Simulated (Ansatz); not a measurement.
The parent structure is a 16-atom supercell of Sn in the diamond structure (space group Fd-3m, No. 227; a = 6.655 Å) at its relaxed geometry.

All numbers come from Ansatz (a quantum-chemistry and plane-wave program), PBE, PAW, cutoff 420 eV, scalar-relativistic without spin-orbit coupling.

Before the change:

- Mean distance from the defect site to its nearest host atoms = 2.88 Å
- Pressure = 0.0 GPa

One thing is altered: one Sn atom is replaced by Cd, atoms relaxed at fixed cell, starting from a slightly rattled geometry.

Tabulated Pauling electronegativity and covalent radius: Sn 1.96, 1.39 Å; Cd 1.69, 1.44 Å.

Q: Predict the new mean distance from the defect site to its nearest host atoms.

A: The mean distance from the defect site to its nearest host atoms drops by 0.05 Å to 2.83 Å.

Q: Estimate the effect on the largest displacement of a host atom from its site in the perfect cell.

A: The largest displacement of a host atom from its site in the perfect cell comes out as 0.06 Å.

Q: Estimate the effect on the pressure.

A: The pressure goes from zero to -0.2 GPa.

The cell is small, so the values are those of an ordered compound at a high defect concentration; dilute-limit values will differ. The defect cell is not spin-polarised.
